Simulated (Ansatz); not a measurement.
Consider this model of amorphous Zr3Hf3Nb3Ta3Mo3W3O45.

```xyz
63
Lattice="9.5831 0.0000 0.0000 0.0000 9.5831 0.0000 0.0000 0.0000 9.5831" Properties=species:S:1:pos:R:3 pbc="T T T"
Zr     4.9481     1.8578     1.7067
Zr     5.9336     8.5772     6.0674
Zr     9.5100     8.7007     4.9981
Hf     1.3325     7.9534     1.5271
Hf     8.7130     3.9469     8.6476
Hf     4.8177     6.2128     2.9367
Nb     1.7666     2.1417     1.1779
Nb     7.3568     3.5850     2.7070
Nb     7.2664     8.9973     2.5309
Ta     5.3615     2.2312     7.7973
Ta     9.2563     2.8524     5.5163
Ta     4.4448     6.8319     8.8412
Mo     3.6133     9.2301     3.7677
Mo     7.4996     5.4322     5.3484
Mo     2.6259     4.4737     6.8269
W      2.3999     9.1597     8.1320
W      8.0530     7.8066     8.7228
W      1.3348     5.0958     3.2901
O      1.3542     3.1726     2.6820
O      2.7457     7.6116     9.3996
O      1.4894     3.7233     5.4385
O      5.3235     1.3309     9.4648
O      9.1076     4.4167     3.8181
O      3.1902     5.0429     3.3707
O      0.4171     2.7066     0.0997
O      4.0322     5.1927     8.2145
O      9.3911     8.6772     2.7344
O      8.6679     4.7710     6.6056
O      9.1120     2.3923     7.2797
O      3.1863     7.7927     2.4731
O      6.0635     7.8022     8.2569
O      1.9945     9.0728     4.4471
O      5.3750     9.5758     2.5466
O      7.5557     8.9622     0.5301
O      4.7724     7.6570     4.4290
O      4.5164     0.3473     5.1332
O      6.4345     5.1953     3.7789
O      5.5070     3.7181     2.1570
O      8.4132     6.8306     4.8530
O      9.5080     1.1339     4.8375
O      8.2110     8.4152     6.9957
O      3.8291     8.2610     7.3183
O      1.1410     8.9613     6.8947
O      3.3169     2.8687     0.6212
O      3.1090     1.1534     7.8841
O      6.7023     7.3311     2.5112
O      1.0706     5.8808     1.6741
O      4.9297     6.3367     0.9569
O      7.3612     9.0905     4.5596
O      1.1172     6.5926     4.2309
O      3.1650     1.1200     2.6456
O      1.7801     0.1924     0.4612
O      0.1872     7.8844     9.3484
O      8.0998     4.1159     1.1372
O      1.3145     4.6014     8.0188
O      6.2228     6.2767     6.2182
O      4.0843     3.2226     6.6873
O      8.0145     6.0202     8.8412
O      6.7539     3.3807     8.2075
O      7.2106     1.7362     2.4186
O      7.4005     3.2536     4.9696
O      6.1678     0.8571     6.9002
O      2.8440     5.9687     6.0667
```

Level of theory: PBE, scalar-relativistic without spin-orbit coupling (plane waves to 420 eV, PAW; Ansatz, a first-principles code).

Preparation: random packing, a CHGNet melt and quench, and a DFT relaxation. O atoms were pushed apart under 1.9 Å during the dynamics, to hinder bonds among them. The hot cell started wider than the set density and was brought back towards it in steps. It is the lowest in DFT energy of 2 quenches. It is a model cell: composition and starting density were chosen by hand, and all elements were melted together. No dispersion term was used. Its density started from a set value of 6.29 and ended at 6.02 g/cm³. The quench (nominally 240 K/ps over its main leg) was far faster than any real one, so the model tends to hold more defects than a real film. Values belong to this one cell and scatter from quench to quench. The volume was free in the relaxation, at fixed shape. Stress components on the final sampling reach 0.8 GPa.

Cut-offs for bonds: Zr-Zr 3.41 Å, Zr-Hf 3.38 Å, Zr-Nb 3.27 Å, Zr-Ta 3.27 Å, Zr-Mo 3.22 Å, Zr-W 3.22 Å, Zr-O 2.65 Å, Hf-Hf 3.34 Å, Hf-Nb 3.23 Å, Hf-Ta 3.23 Å, Hf-Mo 3.19 Å, Hf-W 3.19 Å, Hf-O 2.65 Å, Nb-Nb 3.12 Å, Nb-Ta 3.12 Å, Nb-Mo 3.08 Å, Nb-W 3.08 Å, Nb-O 2.53 Å, Ta-Ta 3.12 Å, Ta-Mo 3.08 Å, Ta-W 3.08 Å, Ta-O 2.60 Å, Mo-Mo 3.04 Å, Mo-W 3.04 Å, Mo-O 2.42 Å, W-W 3.04 Å, W-O 2.51 Å, O-O 1.58 Å. Two cations that share two anions don't count as bonded, nor two that share one unless they lie closer than Zr-Zr 3.32 Å, Zr-Hf 3.28 Å, Zr-Nb 3.18 Å, Zr-Ta 3.18 Å, Zr-Mo 3.14 Å, Zr-W 3.14 Å, Hf-Hf 3.25 Å, Hf-Nb 3.15 Å, Hf-Ta 3.15 Å, Hf-Mo 3.10 Å, Hf-W 3.10 Å, Nb-Nb 3.04 Å, Nb-Ta 3.04 Å, Nb-Mo 3.00 Å, Nb-W 3.00 Å, Ta-Ta 3.04 Å, Ta-Mo 3.00 Å, Ta-W 3.00 Å, Mo-Mo 2.95 Å, Mo-W 2.95 Å, W-W 2.95 Å.

### Question
Give the coordination numbers, mean bond lengths and angles.

### Answer

```yaml
Mean coordination of Zr by anions: 7.33 (1 with 6, 2 with 8)
Mean coordination of Hf by anions: 6.33 (2 with 6, 1 with 7)
Mean coordination of Nb by anions: 5.67 (1 with 5, 2 with 6)
Mean coordination of Ta by anions: 5.33 (2 with 5, 1 with 6)
Mean coordination of Mo by anions: 5.33 (2 with 5, 1 with 6)
Mean coordination of W by anions: 5.00 (3 with 5)
Mean coordination of O: 2.33 (1 with 1, 28 with 2, 16 with 3)
Mean Zr-O bond: 2.226 Å (spread 0.157 Å, 22 counted)
Mean Hf-O bond: 2.143 Å (spread 0.094 Å, 19 counted)
Mean Nb-O bond: 2.024 Å (spread 0.182 Å, 17 counted)
Mean Ta-O bond: 2.004 Å (spread 0.200 Å, 16 counted)
Bond angle at Zr: mean 100.6°, spread 29.6°
Bond angle at Hf: mean 102.1°, spread 29.8°
Bond angle at Nb: mean 104.5°, spread 29.0°
Bond angle at Ta: mean 103.9°, spread 26.7°
Bond angle at Mo: mean 105.3°, spread 27.1°
Bond angle at W: mean 106.4°, spread 24.9°
Bond angle at O: mean 125.9°, spread 21.9°
```

### Question
List the pairs of like atoms that count as bonded by the rules above.

### Answer
There are none by these rules.
